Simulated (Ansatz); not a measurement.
TaSi2: Si on a Ta site (antisite)

Base system: a 9-atom supercell of TaSi2 (space group P6_222, No. 180; a = 4.760 Å, c = 6.562 Å) at its relaxed geometry.

One thing is altered: a neutral Si on a Ta site (antisite), atoms relaxed at fixed cell, starting from a slightly rattled geometry.

The values are results of PBEsol (Ansatz, a program for electronic structure; PAW; 420 eV plane waves; scalar-relativistic without spin-orbit coupling), earlier PAW set, not measurements. Settings: 10×10×10 k-points, 0.05 eV Fermi–Dirac smearing.

```csv
quantity,base,changed,shift
pressure,0.0 GPa,-0.1 GPa,-0.1 GPa
largest displacement of a host atom from its site in the perfect cell,–,0.46 Å,–
shift of the substituted atom off its lattice site,–,0.68 Å,–
```

Final structure:

```xyz
9
Lattice="4.7597 0.0000 0.0000 -2.3799 4.1220 0.0000 -2.3799 -4.1220 6.5615" Properties=species:S:1:pos:R:3 pbc="T T T"
Si     2.3745     0.5093    -0.0053
Ta     1.2705     1.8904     2.1894
Ta     1.0990    -2.2318     4.3614
Si    -0.0054     1.5983    -0.0052
Si    -1.1013     0.4645     2.1764
Si    -1.3064    -0.8362     4.4114
Si     2.3747     3.0921    -0.0053
Si     1.2962    -0.8360     2.1396
Si     1.0912     0.4645     4.3744
```

Cost of the whole job for the changed cell (relaxation, final SCF and bands): about 21 core-minutes (a rough figure).

In so small a cell the defect repeats every few ångströms: this is an ordered compound, not a dilute defect. The final runs are not spin-polarised. An odd electron count without spin: TaSi2. The defect cell is not spin-polarised.
